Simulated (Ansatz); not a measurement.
LiSrH3 (model structure, started from the BaLiH3 type, Pm-3m, No. 221, 5 atoms in the cell), treated with LDA in Ansatz (plane waves, PAW).

Run with plane-wave cutoff 520 eV, 10×10×10 k mesh, Fermi–Dirac smearing 0.01 eV, scalar-relativistic PAW data made under PBE.

Cell (relaxed with PBEsol):

```cif
data_H3LiSr
_chemical_formula_sum 'Sr1 Li1 H3'
_space_group_name_H-M_alt 'P 1'
_space_group_IT_number 1
_cell_length_a 3.75239
_cell_length_b 3.75239
_cell_length_c 3.75239
_cell_angle_alpha 90.000
_cell_angle_beta 90.000
_cell_angle_gamma 90.000
loop_
_space_group_symop_operation_xyz
  'x, y, z'
loop_
_atom_site_label
_atom_site_type_symbol
_atom_site_fract_x
_atom_site_fract_y
_atom_site_fract_z
_atom_site_occupancy
Sr1 Sr 0.00000 0.00000 0.00000 1
Li1 Li 0.50000 0.50000 0.50000 1
H1 H 0.50000 0.00000 0.50000 1
H2 H 0.00000 0.50000 0.50000 1
H3 H 0.50000 0.50000 0.00000 1
```

Predict the band gap, smallest direct gap on the k points sampled and Γ–Γ gap.


* **band gap**: 1.50 eV
* **smallest direct gap on the k points sampled**: 2.56 eV
* **Γ–Γ gap**: 6.67 eV

Note: the relaxation could raise the start's symmetry but not lower it, so the cell can be a saddle point; cell and atoms aren't relaxed at this level (pressure -2.0 GPa).

Spin–orbit coupling is not included.

Computed values are for the static lattice.

Computing time: about 9 core-seconds (a rough figure).

A model structure was made by putting elements into a prototype or built by hand; it is no filed structure, need not be a known phase, and can be a saddle point held by its symmetry.

Ansatz is an electronic-structure program.
